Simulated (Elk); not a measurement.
Input and output of a self-consistent single point for ZrBeB (P-6m2, 3 atoms in the cell) (Elk).

Method: LDA (PW92), all-electron FP-LAPW, Elk's shipped species files, APW+lo basis with extra local orbitals run with Elk.

```
ZrBeB
1.0
    3.41327     0.00000     0.00000
   -1.70663     2.95598     0.00000
    0.00000     0.00000     3.49602
Zr Be B
1 1 1
Direct
  0.00000   0.00000   0.00000
  0.33333   0.66667   0.50000
  0.66667   0.33333   0.50000
```

Reference input (self-consistent single point, DFT, PBEsol, all-electron FP-LAPW, Elk's shipped species files, APW+lo basis with extra local orbitals): xctype = 22; rgkmax = 8; stype = 0; swidth = 0.00367493 Ha; ngridk = 11 11 9; gmaxvr = 16 1/bohr; nxlo = 2; lorbcnd = true; rmtscf = 0.97; lmaxi = 3. This run's input differs from it in these lines:

```diff
@@ -4,3 +4,3 @@
 xctype
-  22
+  3
```

Log, with long lists cut:

```
│ Self-consistent loop started │
│ Loop number : 1 │
 total energy                :     -3630.04713314
│ Loop number : 2 │
 total energy                :     -3630.26276450
RMS change in Kohn-Sham potential (target) :   0.1713748449     (  0.1000000000E-05)
Absolute change in total energy (target)   :   0.2156313665     (  0.1000000000E-03)
│ Loop number : 3 │
 total energy                :     -3631.70703864
RMS change in Kohn-Sham potential (target) :   0.1345169807     (  0.1000000000E-05)
Absolute change in total energy (target)   :    1.498181980     (  0.1000000000E-03)
│ Loop number : 4 │
   [... lines left out ...]
Absolute change in total energy (target)   :   0.4912649310E-03 (  0.1000000000E-03)
│ Loop number : 15 │
 total energy                :     -3634.60738622
RMS change in Kohn-Sham potential (target) :   0.6573694252E-07 (  0.1000000000E-05)
Absolute change in total energy (target)   :   0.1198731406E-03 (  0.1000000000E-03)
│ Loop number : 16 │
 total energy                :     -3634.60738030
RMS change in Kohn-Sham potential (target) :   0.1579471588E-07 (  0.1000000000E-05)
Absolute change in total energy (target)   :   0.2404669704E-04 (  0.1000000000E-03)
Convergence targets achieved

│ Loop number : 17 │

Energies :
 Fermi                       :     0.334563610067
 total energy                :     -3634.60738019

Density of states at Fermi energy :    41.11061919
 (states/Hartree/unit cell)

Estimated indirect band gap :   0.1037421304E-02
 from k-point     80 to k-point     82
Estimated direct band gap   :   0.1948968832E-01
 at k-point     12

Charges :
 core                        :    32.00000000
 valence                     :    17.00000000
 interstitial                :    4.494479749
 muffin-tins (core leakage)
  species :    1 (Zr)
   atom    1                 :    37.81144700     (  0.5038245558E-05)
  species :    2 (Be)
   atom    1                 :    2.906170300     (  0.1726760938E-02)
  species :    3 (B)
   atom    1                 :    3.787902954     (  0.1077423515E-03)
 total in muffin-tins        :    44.50552025
 total calculated charge     :    49.00011114
 total charge                :    49.00000000
 error                       :   0.1111374359E-03

│ Self-consistent loop stopped │
```

The run converged in 17 iterations. The count includes the last loop, which Elk runs after its targets are met. 

The starting cell comes from a database of computed structures (which also holds hypothetical and non-ambient phases and stackings), without a prior relaxation at this level. Values depend on the basis (sphere radii, cutoffs, local orbitals), which need not be converged. The log's line on a gap gives a spacing of levels on this mesh, which the program prints for metals too.

Cost on one core of a shared machine: roughly 2 min.
